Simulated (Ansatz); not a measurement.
An Ansatz (an electronic-structure program) input (DFT with PBE, PAW potentials and a 420 eV plane-wave cutoff in Ansatz, no SOC):

Ansatz 0.2 input:
```yaml
crystal:
  lattice:
    - [0, 3.1391252048, 3.1391252048]
    - [3.1391252048, 0, 3.1391252048]
    - [3.1391252048, 3.1391252048, 0]
  atoms:
    - { symbol: Zr, position: [0.25, 0.25, 0.25] }
    - { symbol: Zr, position: [0, 0, 0] }
basis: { ecutwfc: 420, ecutrho_ratio: 4, xc_grid: 2, fft_grid_basis: typed }
kpoints: { mp_grid: { grid: [13, 13, 13] } }
hamiltonian:
  xc: pbe
  dispersion: none
  pseudopotentials: { kind: paw }
scf: { occupations: { method: fermi_dirac, width: 0.05 }, convergence: { dr2_threshold: 0.0000000002 } }
output: { forces: true, stress: true }
checkpoint: { write: state.ck, write_every: 1000 }
```

**Question.** Which symmetry and how many k-points will the program report, and about how many plane waves at Γ?

**Answer.** Space group Fd-3m (ITA 227) with 48 operations, k-points 84 of 2197, and 1243 plane waves at Γ.

Stability against distortions was not tested. All final runs are without spin polarisation. The cell is Zr in the diamond structure (space group Fd-3m, No. 227; a hypothetical phase, not in the database extracts checked). Zr has a high density of states at the Fermi level and may be magnetic at this level.
